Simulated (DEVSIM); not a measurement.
Structure: Al/SiO2/n-Si capacitor, at 300 K.

| layer (left to right) | material | thickness (nm) | Nd (cm⁻³) |
|---|---|---|---|
| 1 | SiO2 | 1.00 | - |
| 2 | Si | 1000 | 3.3e17 |

Metal gate on the left, work function 4.1 eV. Fixed charge at the semiconductor interface -7.8e11 cm⁻² (in units of +e); no interface traps.

The device is made up for the run: typed textbook-type constants, with dimensions and the other settings drawn at random. Values at 300 K.

| parameter | SiO2 | Si |
|---|---|---|
| gap (eV) | 9 | 1.124 |
| affinity (eV) | 0.9 | 4.05 |
| permittivity | 3.9 | 11.7 |
| Nc (cm⁻³) | - | 2.86e19 |
| Nv (cm⁻³) | - | 3.1e19 |

Model (solved in DEVSIM): 1D Poisson equation in equilibrium, Boltzmann statistics, complete ionisation; no quantum confinement or tunnelling. Metal contacts follow the ideal Schottky-Mott rule: no Fermi-level pinning, no interface dipoles.

The interface trap density was swept, all else fixed.

```csv
interface trap density (cm^-2 eV^-1),threshold voltage (band bending 2φF) (V),minimum of the low-frequency capacitance (μF/cm²),flat-band voltage (V)
0,-1.01,0.183,-0.03
1e10,-1.01,0.184,-0.03
1e11,-1.01,0.197,-0.03
3e11,-1.02,0.226,-0.02
1e12,(withheld),(withheld),-0.01
2e12,-1.05,0.449,0.01
```

Problem. Fill in the missing entries.

Solution. 
- 1e12, threshold voltage (band bending 2φF) (V): -1.03
- 1e12, minimum of the low-frequency capacitance (μF/cm²): 0.321
